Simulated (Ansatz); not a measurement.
## A computed series for NiAgO2: pressure series

The reference is NiAgO₂ (space group P6_3/mmc, No. 194; a = 2.902 Å, c = 12.174 Å; ferromagnetic; a cell from a computed database, its experimental status unchecked).

Cell and atoms are relaxed at each pressure.

Method: PBEsol (Ansatz, a program for electronic structure, PAW, scalar-relativistic without spin-orbit coupling).

| pressure (GPa) | volume per atom (Å³/atom) |
|---|---|
| -1 | 11.169 |
| 0 | 11.100 |
| 0.3 | ? |
| 0.7 | 11.053 |
| 1.5 | 11.001 |
| 3 | 10.907 |
| 5 | 10.787 |
| 7.5 | 10.647 |

Q: Fit the third-order Birch–Murnaghan form P(V) = (3B₀/2)[(V₀/V)^(7/3) − (V₀/V)^(5/3)]·[1 + (3/4)(B₀′ − 4)((V₀/V)^(2/3) − 1)] (squares taken in P) to the rows shown and predict the withheld row.

A: Least squares on the printed values gives V₀ = 11.100 Å³/atom, B₀ = 164 GPa, B₀′ = 4.4; this predicts 11.080 Å³/atom, and the run gives 11.081 Å³/atom, in agreement.

Load acts through the strain it causes; cell and atoms are relaxed under it. Whether these cells are dynamically stable was not tested. Competing high-pressure phases were not computed. No Hubbard U is applied and the magnetic state is the run's own (NiAgO2 ferromagnetic); small cells can't hold the antiferromagnetic order that many such compounds have, so gaps and moments can be off.
